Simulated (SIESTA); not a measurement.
Band structure of Ti5CuSb2 (I4/mcm, 16 atoms in the cell).

```yaml
crystal:
  lattice:
    - [-5.20617, 5.20617, 2.56035]
    - [5.20617, -5.20617, 2.56035]
    - [5.20617, 5.20617, -2.56035]
  atoms:
    - { symbol: Ti, position: [0.71398, 0.57414, 0.28812] }
    - { symbol: Ti, position: [0.28602, 0.42586, 0.71188] }
    - { symbol: Ti, position: [0.57414, 0.28602, 0.86016] }
    - { symbol: Ti, position: [0.42586, 0.71398, 0.13984] }
    - { symbol: Ti, position: [0.78602, 0.07414, 0.86016] }
    - { symbol: Ti, position: [0.21398, 0.92586, 0.13984] }
    - { symbol: Ti, position: [0.92586, 0.78602, 0.71188] }
    - { symbol: Ti, position: [0.07414, 0.21398, 0.28812] }
    - { symbol: Ti, position: [0.25000, 0.75000, 0.50000] }
    - { symbol: Ti, position: [0.75000, 0.25000, 0.50000] }
    - { symbol: Cu, position: [0.75000, 0.75000, 0.00000] }
    - { symbol: Cu, position: [0.25000, 0.25000, 0.00000] }
    - { symbol: Sb, position: [0.83612, 0.33612, 0.17224] }
    - { symbol: Sb, position: [0.16388, 0.66388, 0.82776] }
    - { symbol: Sb, position: [0.33612, 0.16388, 0.50000] }
    - { symbol: Sb, position: [0.66388, 0.83612, 0.50000] }
```

Method of the run: SIESTA 5.4.2 with GGA PBEsol, numerical atomic orbitals DZP, PseudoDojo PBEsol standard norm-conserving potentials (rewritten from UPF to PSML).

Settings: XC.functional = GGA; XC.authors = PBEsol; potentials = PseudoDojo PBEsol standard; PAO.BasisSize = DZP; PAO.EnergyShift = 0.005 Ry; MeshCutoff = 300 Ry; kgrid.MonkhorstPack = 5 5 5; OccupationFunction = FD; ElectronicTemperature = 0.1 eV; MaxSCFIterations = 150; SCF.Mixer.Method = Pulay; SCF.Mixer.Weight = 0.2; SCF.Mixer.History = 8; SCF.DM.Tolerance = 1.0E-05.

The starting cell comes from a database of computed structures (which also holds hypothetical and non-ambient phases and stackings), without a prior relaxation at this level. Spin-orbit coupling is off. Spin polarisation is off. Values carry the incompleteness of an atom-centred basis.

Levels in eV from the Fermi level, bands 106 to 111:
| point | 106 | 107 | 108 | 109 | 110 | 111 |
|---|---|---|---|---|---|---|
| Γ | -0.51 | -0.31 | -0.31 | -0.29 | -0.25 | -0.25 |
| X | -0.40 | -0.27 | -0.26 | -0.14 | -0.09 | -0.02 |
| M | -0.33 | -0.33 | -0.15 | -0.02 | -0.02 | 0.42 |
| Z | -0.20 | -0.11 | -0.11 | -0.02 | 0.18 | 0.36 |
| P | -0.32 | -0.15 | -0.15 | -0.02 | -0.02 | 0.50 |
| N | -0.24 | -0.09 | -0.09 | 0.04 | 0.04 | 0.51 |
| Z1 | -0.20 | -0.11 | -0.11 | -0.02 | 0.18 | 0.36 |

Bands cross the Fermi level along this path, so the cell is metallic at this level.

Higher empty bands are left out: an atom-centred basis made for the valence describes them poorly.
